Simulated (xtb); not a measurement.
xtb 6.7.1, GFN2-xTB: Zr(OEt)3(NH2) (CC[O][Zr]([NH2])([O]CC)[O]CC), 28 atoms. The geometry is a generated start, not checked to be a minimum at this level.

```
Property                                                                                                       Result
------------------------  -------------------------------------------------------------------------------------------
method                                                                                                       GFN2-xTB
--acc                                                                                                     1 (default)
--etemp (K)                                                                                             300 (default)
detailed input (--input)  none: ANC optimiser, Lindh (1995) Hessian, microcycle=20, maxdispl=1.0, hlow=0.01 (default)
basis functions                                                                                                    67
valence electrons                                                                                                  68
```

```xyz
28

Zr    -0.2316    -0.0321     0.8723
O     -0.8635    -1.7910     1.1597
C     -0.5798    -2.5726     0.0300
C     -0.5663    -4.0602     0.3963
H     -1.3576    -2.3975    -0.7446
H      0.4184    -2.2908    -0.3918
H     -1.5275    -4.3311     0.8284
H     -0.3826    -4.6715    -0.4840
H      0.2111    -4.2455     1.1350
O     -0.6325     0.4426    -0.9178
C     -1.7059     1.3082    -1.1546
C     -1.8449     1.5743    -2.6575
H     -2.6473     0.8530    -0.7763
H     -1.5384     2.2726    -0.6265
H     -2.0055     0.6318    -3.1765
H     -2.6782     2.2426    -2.8556
H     -0.9258     2.0215    -3.0300
O      1.6491     0.1298     1.0654
C      2.1174     1.2327     0.3382
C      3.5276     1.6252     0.7919
H      2.1411     0.9803    -0.7437
H      1.4359     2.1064     0.4863
H      4.1997     0.7811     0.6558
H      3.8913     2.4714     0.2142
H      3.5113     1.8888     1.8474
N     -1.1716     1.2339     2.1692
H     -0.5754     1.8021     2.7843
H     -1.8684     0.7937     2.7844
```

Charge 0 and multiplicity 1 are set for this test and not shown to be the ground state.

The structure is relaxed from this start with --opt LEVEL for the levels crude, sloppy, loose, lax, normal, tight, vtight, extreme, once each. Up to the end of the extreme run atoms move by at most 3.1 Å along an axis.

What is the loosest level that ends within 20 meV of the extreme run, and how many cycles does it take?

normal: 152 cycles against 167, ending 0.23 meV above.

```json
[
 {"level": "crude", "cycles": "1", "energy above the extreme run (meV)": "1000", "gradient norm (eV/Å)": "0.079"},
 {"level": "sloppy", "cycles": "1", "energy above the extreme run (meV)": "1000", "gradient norm (eV/Å)": "0.079"},
 {"level": "loose", "cycles": "1", "energy above the extreme run (meV)": "1000", "gradient norm (eV/Å)": "0.079"},
 {"level": "lax", "cycles": "1", "energy above the extreme run (meV)": "1000", "gradient norm (eV/Å)": "0.079"},
 {"level": "normal", "cycles": "152", "energy above the extreme run (meV)": "0.23", "gradient norm (eV/Å)": "0.016"},
 {"level": "tight", "cycles": "158", "energy above the extreme run (meV)": "0.037", "gradient norm (eV/Å)": "0.0075"},
 {"level": "vtight", "cycles": "166", "energy above the extreme run (meV)": "under 0.01", "gradient norm (eV/Å)": "0.0015"},
 {"level": "extreme", "cycles": "167", "energy above the extreme run (meV)": "—", "gradient norm (eV/Å)": "0.0015"}
]
```
